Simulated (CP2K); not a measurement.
Input and output of a self-consistent single point for KTlSe2 (I4/mcm, 8 atoms in the cell) (CP2K).

Computed with LDA (Pade form), GPW, DZVP-MOLOPT-SR-GTH basis, GTH-PADE potentials (GTH_POTENTIALS) (CP2K).

```
KTlSe2
1.0
    6.76860     0.00000     0.00000
   -3.01064     6.06217     0.00000
   -1.87898    -3.03109     5.75290
K Tl Se
2 2 4
Direct
  0.25000   0.25000   0.00000
  0.75000   0.75000   0.00000
  0.75000   0.25000   0.50000
  0.25000   0.75000   0.50000
  0.67640   0.17640   0.85280
  0.32360   0.82360   0.14720
  0.17640   0.32360   0.50000
  0.82360   0.67640   0.50000
```

Reference input (self-consistent single point, DFT LDA (Pade form), GPW, DZVP-MOLOPT-SR-GTH basis, GTH-PADE potentials (GTH_POTENTIALS)): CUTOFF = 500 Ry; REL_CUTOFF = 50 Ry; KPOINTS/SCHEME = MONKHORST-PACK 3 3 3; XC_FUNCTIONAL = PADE; K/BASIS_SET = DZVP-MOLOPT-SR-GTH; K/POTENTIAL = GTH-PADE-q9; Tl/BASIS_SET = DZVP-MOLOPT-SR-GTH; Tl/POTENTIAL = GTH-PADE-q13; Se/BASIS_SET = DZVP-MOLOPT-SR-GTH; Se/POTENTIAL = GTH-PADE-q6; METHOD = GPW; EPS_DEFAULT = 1e-11. This run's input differs from it in these lines:

```diff
@@ -36,3 +36,4 @@
     &KPOINTS
-      SCHEME MONKHORST-PACK 3 3 3
+      SCHEME MONKHORST-PACK 6 6 6
+      GAMMA_CENTERED T
     &END KPOINTS
```

Output, abridged:

```
 SCF WAVEFUNCTION OPTIMIZATION

  Step     Update method      Time    Convergence         Total energy    Change
     1 NoMix/Diag. 0.40E+00      -     1.03493773      -194.8604383420 -1.95E+02
     2 Broy./Diag. 0.40E+00      -     0.10178613      -195.2661255384 -4.06E-01
     3 Broy./Diag. 0.40E+00      -     0.13871900      -194.8566498929  4.09E-01
     4 Broy./Diag. 0.40E+00      -     0.00637892      -194.6617076777  1.95E-01
     5 Broy./Diag. 0.40E+00      -     0.00140190      -194.6234862424  3.82E-02
     6 Broy./Diag. 0.40E+00      -     0.00062559      -194.6130276105  1.05E-02
   [... 2 lines left out ...]
     9 Broy./Diag. 0.40E+00      -     0.00011876      -194.6134052942 -1.72E-04
    10 Broy./Diag. 0.40E+00      -     0.00003018      -194.6129436817  4.62E-04
    11 Broy./Diag. 0.40E+00      -     0.00001280      -194.6130167140 -7.30E-05
    12 Broy./Diag. 0.40E+00      -     0.00000084      -194.6131282935 -1.12E-04
  *** SCF run converged in    12 steps ***

  Overlap energy of the core charge distribution:               0.00000000122184
  Self energy of the core charge distribution:               -367.25875685192250
  Core Hamiltonian energy:                                     94.93408489847477
  Hartree energy:                                             107.52331123661683
  Exchange-correlation energy:                                -29.81176757791767

  Total energy:                                              -194.61312829352673

                     Mulliken Population Analysis

 #  Atom  Element  Kind  Atomic population                           Net charge
       1     K        1          8.773748                              0.226252
       2     K        1          8.773748                              0.226252
   [... lines left out ...]

 STRESS| Analytical stress tensor [bar]
 STRESS|                        x                   y                   z
 STRESS|      x       -1.95606719412E+04  -3.28354040291E+02   1.17314084363E-02
 STRESS|      y       -3.28354040291E+02  -1.98869219077E+04   2.68005839881E-02
 STRESS|      z        1.17314084363E-02   2.68005839881E-02  -1.93572271454E+04
 STRESS| 1/3 Trace                                            -1.96016069981E+04
```

The run converged in 12 iterations. Against the reference run the free energy drops by 1.9 meV/atom, the pressure moves little (-1.94 to -1.96 GPa), the largest force goes from 0.047 to 0.041 eV/Å and the gap on the mesh goes from 1.027 to 0.977 eV.

The starting cell comes from a database of computed structures (which also holds hypothetical and non-ambient phases and stackings), without a prior relaxation at this level. Spin-orbit coupling is off. Values carry the incompleteness of an atom-centred basis.

Cost on one core of a shared machine: roughly 60 s.
